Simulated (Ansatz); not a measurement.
Start from PbSe in the rock salt structure (space group Fm-3m, No. 225; a = 6.218 Å).

Structures relaxed with DFT with PBE, PAW potentials and a 420 eV plane-wave cutoff in Ansatz (a program for electronic structure), spin-orbit coupling left out.

Base:

Simulated powder pattern, Mo Kα, λ = 0.71073 Å (kinematic, ideal powder, no thermal factors, no anomalous dispersion; the 14 strongest lines at most, above 2 %, up to 2θ = 40°):

```json
[
 {"2θ (°)": "11.36", "I/Imax (%)": "35", "hkl": "(111)"},
 {"2θ (°)": "13.13", "I/Imax (%)": "100", "hkl": "(200)"},
 {"2θ (°)": "18.61", "I/Imax (%)": "83", "hkl": "(220)"},
 {"2θ (°)": "21.85", "I/Imax (%)": "22", "hkl": "(311)"},
 {"2θ (°)": "22.84", "I/Imax (%)": "32", "hkl": "(222)"},
 {"2θ (°)": "26.43", "I/Imax (%)": "16", "hkl": "(400)"},
 {"2θ (°)": "28.85", "I/Imax (%)": "10", "hkl": "(331)"},
 {"2θ (°)": "29.62", "I/Imax (%)": "45", "hkl": "(420)"},
 {"2θ (°)": "32.52", "I/Imax (%)": "34", "hkl": "(422)"},
 {"2θ (°)": "34.55", "I/Imax (%)": "7.9", "hkl": "(333)"},
 {"2θ (°)": "37.73", "I/Imax (%)": "11", "hkl": "(440)"},
 {"2θ (°)": "39.53", "I/Imax (%)": "7.9", "hkl": "(531)"}
]
```

After one change:

Simulated powder pattern, Mo Kα, λ = 0.71073 Å (kinematic, ideal powder, no thermal factors, no anomalous dispersion; the 14 strongest lines at most, above 2 %, up to 2θ = 40°):

| 2θ (°) | I/Imax (%) |
|---|---|
| 6.80 | 20 |
| 9.62 | 18 |
| 11.79 | 19 |
| 13.62 | 100 |
| 15.23 | 13 |
| 16.70 | 10 |
| 19.31 | 82 |
| 20.49 | 7.6 |
| 22.68 | 12 |
| 23.70 | 31 |
| 27.43 | 15 |
| 30.75 | 43 |
| 33.77 | 32 |
| 39.19 | 10.0 |

What was done to the base?
A. x(C) = 0.75, 8 atoms, P4/mmm
B. x(C) = 0.25, 8 atoms, Pm-3m
C. x(C) = 0.25, 8 atoms, C2/m
D. x(C) = 0.75, 8 atoms, Cmmm

B, x(C) = 0.25, 8 atoms, Pm-3m. Its volume per atom is 26.93 Å³ against 30.05 Å³, and its space group is Pm-3m (No. 221).

Each cell is one ordered arrangement of few atoms, which overstates ordering effects compared with a random alloy. Whether these cells are dynamically stable was not tested. The final runs are not spin-polarised.
